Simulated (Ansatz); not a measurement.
Consider the following.

```xyz
2
Lattice="0.0000 1.7366 1.7366 1.7366 0.0000 1.7366 1.7366 1.7366 0.0000" Properties=species:S:1:pos:R:3 pbc="T T T"
B      0.0000     0.0000     0.0000
N      0.8683     0.8683     0.8683
```

No spin polarisation.

The values are results of Ansatz (a first-principles code) LDA, scalar-relativistic without spin-orbit coupling, not measurements. k-mesh 16×16×16 (Γ-centred); smearing 0.05 eV (Fermi–Dirac).

Predict the hole mass, gap character, band gap and smallest direct gap.

The hole mass (degenerate bands, along [100]) is 0.49, 0.49, 0.57 mₑ (at Γ), the gap character is indirect, Γ → X and the band gap is 4.50 eV. The smallest direct gap comes out as 9.26 eV.

The cells carry an imposed strain or load. Effective masses come from finite differences of ±0.01 Å⁻¹. Stability against distortions was not tested. The cell was made from BN in the zinc blende structure (space group F-43m, No. 216) by this change: isotropic strain −3.00 %.
